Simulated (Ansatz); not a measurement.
# Al2O3: isotropic strain −3.00 %

The reference is Al2O3 in the corundum structure (space group R-3c, No. 167; a = 4.7738 Å, c = 13.0147 Å (hexagonal axes)).

Modification: the cell is scaled by 0.9700 in all directions, atoms relaxed at fixed cell.

Calculations: PBEsol, PAW, 420 eV (Ansatz, a program for electronic structure; without spin-orbit coupling). k-mesh 8×8×8 (Γ-centred); smearing 0.05 eV (Fermi–Dirac).

* **Volume per atom**: 7.81 Å³ (base 8.56 Å³)
* **Shortest interatomic distance**: 1.805 Å (base 1.861 Å)
* **Energy relative to the base (free energy F)**: +57 meV/atom
* **Pressure (mean of the normal stresses, compression positive)**: 26.54 GPa (base 0.00 GPa)
* **Band gap**: 7.19 eV (base 6.03 eV)
* **Gap character**: direct at Γ (base direct at Γ)
* **Mean gap deformation potential ΔEg/Δln V**: -12.6 eV
* **Electron mass**: 0.46 mₑ along c, 0.41 mₑ across (at Γ) (base 0.40 mₑ along c, 0.37 mₑ across (at Γ))
* **Valence-band top at Γ (three highest levels, from the VBM)**: 0.00, -0.08, -0.08 eV (base 0.00, -0.04, -0.04 eV)

Effective masses come from finite differences of ±0.01 Å⁻¹. No phonon test of stability was made.
